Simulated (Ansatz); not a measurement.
An Ansatz (a quantum-chemistry and plane-wave program) input (plane-wave PAW DFT at the PBEsol level (Ansatz, 420 eV), no SOC):

Ansatz 0.2 input:
```yaml
crystal:
  lattice:
    - [4.3512637929, 0, 0]
    - [0, 4.3512637929, 0]
    - [0, 0, 4.3512637929]
  atoms:
    - { symbol: Rh, position: [0.25, 0.25, 0.75] }
    - { symbol: Rh, position: [0.25, 0.75, 0.25] }
    - { symbol: Rh, position: [0.75, 0.75, 0.75] }
    - { symbol: Rh, position: [0.75, 0.25, 0.25] }
    - { symbol: O, position: [0, 0, 0] }
    - { symbol: O, position: [0.5, 0.5, 0.5] }
basis: { ecutwfc: 420, ecutrho_ratio: 4, xc_grid: 2, fft_grid_basis: typed }
kpoints: { mp_grid: { grid: [11, 11, 11] } }
hamiltonian:
  xc: pbesol
  dispersion: none
  pseudopotentials: { kind: paw }
scf: { occupations: { method: fermi_dirac, width: 0.05 }, convergence: { dr2_threshold: 0.0000000006 } }
output: { forces: true, stress: true }
checkpoint: { write: state.ck, write_every: 1000 }
```

Task: Which symmetry and how many k-points will the program report, and about how many plane waves at Γ?

Result: Space group Pn-3m (ITA 224) with 48 operations, k-points 56 of 1331, and 1575 plane waves at Γ.

Stability against distortions was not tested. No Hubbard U is applied, and correlation can decide whether such a compound is a metal. The final runs are not spin-polarised. The cell was made from Ag2O by this change: Ag → Rh; the result is a hypothetical phase, not in the database extracts checked. Rh2O has a high density of states at the Fermi level and may be magnetic at this level.
